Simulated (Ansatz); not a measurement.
Quartz-high SiO2 (high-temperature phase), treated with r²SCAN (Ansatz, a program for electronic structure, PAW).

Run with plane-wave cutoff 560 eV, 12×12×6 k mesh (along the axes of the cell as run), Fermi–Dirac smearing 0.01 eV, scalar-relativistic PAW data made under PBE.

The cell is scaled about its equilibrium volume:

Shape and atoms are relaxed at each volume.

```csv
V (Å³/atom),P (GPa),direct gap at Γ (eV),smallest gap on the k mesh (eV),c (Å)
13.102,6.18,6.579,6.429,5.497
13.375,2.99,6.542,6.373,5.517
13.648,0.00,6.489,6.301,5.540
13.921,-2.80,6.420,6.217,5.569
14.194,-5.41,6.341,6.124,5.597
```

The fundamental gap (6.29 eV at the equilibrium volume, with added k points) lies elsewhere than Γ–Γ.

Note: symmetry holds this phase in the static calculation, where it need not be a minimum; held by symmetry at 0 K, a high-temperature phase can be a saddle point.
